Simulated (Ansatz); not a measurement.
# Be, response to strain

Take Be in the hcp (Mg type) structure (space group P6_3/mmc, No. 194; a = 2.255 Å, c = 3.558 Å; relaxed with 0.1 eV smearing) as the base. Axes: x lies along a and z along c of the hexagonal cell.

Strains are applied to the cell and any free atomic positions relax; under biaxial strain the out-of-plane vector relaxes too.

All numbers come from DFT with PBEsol, PAW potentials and a 420 eV plane-wave cutoff in Ansatz (an electronic-structure program), no spin-orbit coupling.

Notes on the quantities. pressure: mean of the normal stresses, compression positive.

```json
[
 {"variant": "base", "pressure": "0.0 GPa", "out-of-plane strain": "–", "shortest interatomic distance": "2.205 Å"},
 {"variant": "biaxial strain −2.00 %, plane normal [001], relaxed out of plane", "pressure": "5.1 GPa", "out-of-plane strain": "+0.06 %", "shortest interatomic distance": "2.190 Å"},
 {"variant": "biaxial strain −1.00 %, plane normal [001], relaxed out of plane", "pressure": "2.4 GPa", "out-of-plane strain": "+0.04 %", "shortest interatomic distance": "2.197 Å"},
 {"variant": "biaxial strain −0.50 %, plane normal [001], relaxed out of plane", "pressure": "1.2 GPa", "out-of-plane strain": "+0.02 %", "shortest interatomic distance": "2.201 Å"},
 {"variant": "biaxial strain +0.50 %, plane normal [001], relaxed out of plane", "pressure": "…", "out-of-plane strain": "…", "shortest interatomic distance": "…"},
 {"variant": "biaxial strain +1.00 %, plane normal [001], relaxed out of plane", "pressure": "-2.2 GPa", "out-of-plane strain": "-0.06 %", "shortest interatomic distance": "2.211 Å"},
 {"variant": "biaxial strain +1.50 %, plane normal [001], relaxed out of plane", "pressure": "-3.2 GPa", "out-of-plane strain": "-0.09 %", "shortest interatomic distance": "2.215 Å"},
 {"variant": "biaxial strain +2.00 %, plane normal [001], relaxed out of plane", "pressure": "-4.2 GPa", "out-of-plane strain": "-0.13 %", "shortest interatomic distance": "2.218 Å"},
 {"variant": "biaxial strain +2.50 %, plane normal [001], relaxed out of plane", "pressure": "-5.1 GPa", "out-of-plane strain": "-0.17 %", "shortest interatomic distance": "2.221 Å"},
 {"variant": "biaxial strain +3.00 %, plane normal [001], relaxed out of plane", "pressure": "-6.0 GPa", "out-of-plane strain": "-0.23 %", "shortest interatomic distance": "2.225 Å"}
]
```

Q: Complete the table.

A: 
- biaxial strain +0.50 %, plane normal [001], relaxed out of plane, pressure: -1.1 GPa
- biaxial strain +0.50 %, plane normal [001], relaxed out of plane, out-of-plane strain: -0.03 %
- biaxial strain +0.50 %, plane normal [001], relaxed out of plane, shortest interatomic distance: 2.208 Å

No phonon test of stability was made.
